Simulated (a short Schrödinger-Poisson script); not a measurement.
Stack: MOS inversion layer, Si3N4 on p-type Ge(100), at 300 K.

```
layer  material  thickness (nm)  Na (cm⁻³)
-----  --------  --------------  ---------
1         Si3N4             1.6          -
2            Ge            1500     7.6e16
```

Constants are typed, rounded textbook-type inputs, not results; the design itself was drawn at random and stands for no fabricated device. Si3N4: permittivity 7.5, conduction-band edge (eV) 1.9, gap (eV) 5.1, electron mass (mₑ) 0.5. Ge: permittivity 16, conduction-band edge (eV) 0, gap (eV) 0.664, Nv at 300 K (cm⁻³) 6e18.

Channel valleys (confinement mass, in-plane density-of-states mass, number): L4 0.12, 0.295, 4. At the gate the conduction-band edge of layer 1 lies 2.17 eV − eVg above the Fermi level of the channel; the field vanishes at the back. Gaps are held at their typed values at every temperature. Mesh 0.03 nm at interfaces.

From a short Schrödinger-Poisson script (our own, NumPy): 1D Poisson equation in equilibrium, electrons classical, Boltzmann, parabolic valleys, classical holes, full ionisation, no traps, pinning or gate leakage.

The same stack at other levels of the model or other numerical settings:

```json
[
 {"run": "base", "sheet density of all electrons at Vg = 1 V (cm⁻²)": "1.53e13", "sheet density of all electrons at Vg = 0.4 V (cm⁻²)": "2.17e12", "capacitance at Vg = 1 V (μF/cm²)": "3.82", "centroid of the channel electrons at Vg = 1 V (nm)": "0.72", "rough cost against the base": "about 1"},
 {"run": "electrons treated as classical, Fermi-Dirac", "sheet density of all electrons at Vg = 1 V (cm⁻²)": "1.34e13", "sheet density of all electrons at Vg = 0.4 V (cm⁻²)": "___", "capacitance at Vg = 1 V (μF/cm²)": "3.21", "centroid of the channel electrons at Vg = 1 V (nm)": "1.25", "rough cost against the base": "5"},
 {"run": "electrons treated as quantum, Hartree", "sheet density of all electrons at Vg = 1 V (cm⁻²)": "___", "sheet density of all electrons at Vg = 0.4 V (cm⁻²)": "1.39e12", "capacitance at Vg = 1 V (μF/cm²)": "2.95", "centroid of the channel electrons at Vg = 1 V (nm)": "2.28", "rough cost against the base": "30"},
 {"run": "mesh six times as coarse", "sheet density of all electrons at Vg = 1 V (cm⁻²)": "1.49e13", "sheet density of all electrons at Vg = 0.4 V (cm⁻²)": "2.12e12", "capacitance at Vg = 1 V (μF/cm²)": "3.71", "centroid of the channel electrons at Vg = 1 V (nm)": "___", "rough cost against the base": "0.7"}
]
```

**Question.** Complete the blanks.

**Answer.** 
- electrons treated as classical, Fermi-Dirac, sheet density of all electrons at Vg = 0.4 V (cm⁻²): 2.05e12
- mesh six times as coarse, centroid of the channel electrons at Vg = 1 V (nm): 0.82
- electrons treated as quantum, Hartree, sheet density of all electrons at Vg = 1 V (cm⁻²): 1.11e13

The classical rows ignore confinement, and Boltzmann statistics overrate the density once the band edge passes the Fermi level.

Only the L valleys are kept; under strong confinement the Δ valleys of Ge fill too.
